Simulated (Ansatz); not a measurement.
Consider a periodic stack without vacuum, rock-salt ZrN (1 1 1) on wurtzite ZnO (0 0 1) (film strained to the substrate, started from cuts of the bulks and a machine-learned relaxation): substrate slab Zn6O6, film N4Zr4, surface cells [[-1, -1], [0, -1]] and [[1, 0], [0, 1]], film strained by +0.9 and +0.9 %, outermost planes O/Zn and N/Zr as cut, which need not be the usual terminations and can put a slab off its formula. Its start:

```
CELL_PARAMETERS angstrom
      3.27949     0.00000     0.04106
      1.63974     2.84012     0.10689
     -0.20831     1.29347    27.21296
ATOMIC_POSITIONS crystal
  Zn 0.21942 0.37003 0.06353
  Zn 0.59302 0.67884 0.16099
  O  0.25113 0.36252 0.13570
  O  0.54453 0.72302 0.03755
  Zn 0.31343 0.30378 0.25886
  Zn 0.67845 0.57185 0.35633
  O  0.33697 0.25644 0.33168
  O  0.63775 0.65533 0.23346
  Zn 0.35947 0.13868 0.45350
  Zn 0.71934 0.37280 0.55170
  O  0.37803 0.05869 0.52744
  O  0.68536 0.49081 0.42973
  N  0.74806 0.32749 0.62671
  N  0.11038 0.59833 0.71678
  N  0.47277 0.86330 0.81314
  N  0.83616 0.11899 0.91088
  Zr 0.42686 0.96797 0.66240
  Zr 0.79148 0.23206 0.76444
  Zr 0.15402 0.49217 0.86144
  Zr 0.51829 0.75315 0.95650
```

The start was prepared with a machine-learned potential, and the result is one local minimum, with the in-plane cell held and forces under 0.04 eV/Å; the film can end far from its bulk form.

The numbers are results of PBE (plane waves to 420 eV, PAW; Ansatz, an electronic-structure program), not measurements. Spin–orbit coupling is left out; the runs are not spin-polarised; PBE gaps are too small against experiment. Its k-point mesh 11×11×1, Fermi–Dirac width 0.05 eV.

Question: Predict the relaxed interface.

Answer: 
| Item | Result |
|---|---|
| interface area | 9.3 Å² |
| period | 27.06 Å |
| gaps between the outermost planes at the two interfaces | 2.03 and 2.09 Å |
| Zn–Zr contacts across the interfaces within 1.22 times the sum of covalent radii | 6, mean 3.44 Å |
| O–Zr contacts across the interfaces within 1.22 times the sum of covalent radii | 1, mean 2.09 Å |
| N–Zn contacts across the interfaces within 1.22 times the sum of covalent radii | 1, mean 2.03 Å |
